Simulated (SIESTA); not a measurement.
A self-consistent single point of NiS2 (P2_1, 6 atoms in the cell) with SIESTA.

Computed with GGA PBEsol, numerical atomic orbitals TZP, PseudoDojo PBEsol standard norm-conserving potentials (rewritten from UPF to PSML) (SIESTA).

The change in words: lattice scaled by 0.98. Reference geometry:
```yaml
crystal:
  lattice:
    - [4.07766, 0.00000, 0.00000]
    - [0.00000, 5.20147, 0.00000]
    - [-2.01029, 0.00000, 4.88022]
  atoms:
    - { symbol: Ni, position: [0.75106, 0.83360, 0.74947] }
    - { symbol: Ni, position: [0.24894, 0.33360, 0.25053] }
    - { symbol: S, position: [0.26741, 0.95001, 0.41712] }
    - { symbol: S, position: [0.73259, 0.45001, 0.58288] }
    - { symbol: S, position: [0.76670, 0.21643, 0.91754] }
    - { symbol: S, position: [0.23330, 0.71643, 0.08246] }
```

Reference input (self-consistent single point, DFT, GGA PBEsol, numerical atomic orbitals TZP, PseudoDojo PBEsol standard norm-conserving potentials (rewritten from UPF to PSML)): XC.functional = GGA; XC.authors = PBEsol; potentials = PseudoDojo PBEsol standard; PAO.BasisSize = TZP; PAO.EnergyShift = 0.01 Ry; MeshCutoff = 400 Ry; kgrid.MonkhorstPack = 6 5 5; OccupationFunction = FD; ElectronicTemperature = 0.02 eV; MaxSCFIterations = 150; SCF.Mixer.Method = Pulay; SCF.Mixer.Weight = 0.1. This run's input differs from it in these lines:

```diff
@@ -10,7 +10,7 @@
 %endblock ChemicalSpeciesLabel
-LatticeConstant              4.077660 Ang
+LatticeConstant              3.996107 Ang
 %block LatticeVectors
      1.000000000    0.000000000    0.000000000
-     0.000000000    1.275601693    0.000000000
-    -0.492999907    0.000000000    1.196819009
+     0.000000000    1.275601729    0.000000000
+    -0.492999812    0.000000000    1.196819054
 %endblock LatticeVectors
@@ -18,8 +18,8 @@
 %block AtomicCoordinatesAndAtomicSpecies
-     1.555918271    4.335945392    3.657579233  1
-     0.511455729    1.735210392    1.222641767  1
-     0.251876564    4.941448515    2.035637784  2
-     1.815497436    2.340713515    2.844583216  2
-     1.281824106    1.125754152    4.477797976  2
-     0.785549894    3.726489152    0.402423024  2
+     1.524800266    4.249226818    3.584427963  1
+     0.501226734    1.700506318    1.198189037  1
+     0.246839203    4.842619924    1.994925203  2
+     1.779187797    2.293899424    2.787691797  2
+     1.256188034    1.103239156    4.388242402  2
+     0.769838966    3.651959656    0.394374598  2
 %endblock AtomicCoordinatesAndAtomicSpecies
```

Output (repeated stretches shortened):

```
        iscf     Eharris(eV)        E_KS(eV)     FreeEng(eV)     dDmax    Ef(eV) dHmax(eV)
   scf:    1   -10219.828814   -10289.666344   -10289.666368  1.586765 -1.503905 28.179187
   scf:    2   -10332.014831   -10319.088160   -10319.088160  0.458981 -2.716867  6.935120
   scf:    3   -10321.332990   -10320.676722   -10320.676722  0.107269 -3.098028  1.663390
   scf:    4   -10320.070876   -10320.645296   -10320.645461  0.091351 -3.477046  2.695743
   scf:    5   -10320.882323   -10320.770242   -10320.770432  0.009876 -3.440685  2.123674
   [... 7 lines left out ...]
   scf:   13   -10320.978037   -10320.978037   -10320.978851  0.000011 -3.288973  0.000364
   scf:   14   -10320.978037   -10320.978037   -10320.978851  0.000028 -3.289102  0.000173
   scf:   15   -10320.978037   -10320.978037   -10320.978851  0.000025 -3.289159  0.000037
   scf:   16   -10320.978037   -10320.978037   -10320.978851  0.000002 -3.289161  0.000032
SCF Convergence by DM+H criterion
max |DM_out - DM_in|         :     0.0000015367
max |H_out - H_in|      (eV) :     0.0000317075
SCF cycle converged after 16 iterations

Using DM_out to compute the final energy and forces

siesta: E_KS(eV) =           -10320.9780

siesta: E_KS - E_eggbox =    -10320.9780

siesta: Atomic forces (eV/Ang):
     1   -0.011161   -0.000390    0.008045
     2    0.011161   -0.000390   -0.008045
     3   -0.550412    0.367046    0.861799
     4    0.550412    0.367046   -0.861799
     5   -0.544233   -0.364280    0.845594
     6    0.544233   -0.364280   -0.845594
   Tot   -0.000000    0.004751   -0.000000
   Max    0.861799
   Res    0.508208    sqrt( Sum f_i^2 / 3N )
   Max    0.861799    constrained

   [... lines left out ...]
siesta: FreeEng =    -10320.978851
   [... lines left out ...]
siesta:     0.004675    0.000000   -0.010657
siesta:    -0.000000   -0.034993   -0.000000
siesta:    -0.010657   -0.000000   -0.040381

siesta: Cell volume =         97.421524 Ang**3

siesta: Pressure (static):
siesta:                Solid            Molecule  Units
siesta:           0.00025667          0.00010197  Ry/Bohr**3
siesta:           0.02356632          0.00936258  eV/Ang**3
siesta:          37.75740582         15.00050535  kBar
```

The run converged in 16 iterations. Against the reference run the free energy drops by 1.0 meV/atom, the pressure goes from -3.68 to 3.78 GPa and the largest force goes from 0.696 to 1.086 eV/Å.

The starting cell comes from a database of computed structures (which also holds hypothetical and non-ambient phases and stackings), without a prior relaxation at this level. For this run, on top of that: lattice scaled by 0.98. Spin polarisation is off, so a magnetic state, if there is one, cannot be reached. Values carry the incompleteness of an atom-centred basis. With a pressure of about 4 GPa the cell is away from its equilibrium volume at this level. Forces in this geometry exceed 1 eV/Å.

Cost on one core of a shared machine: roughly 60 s.
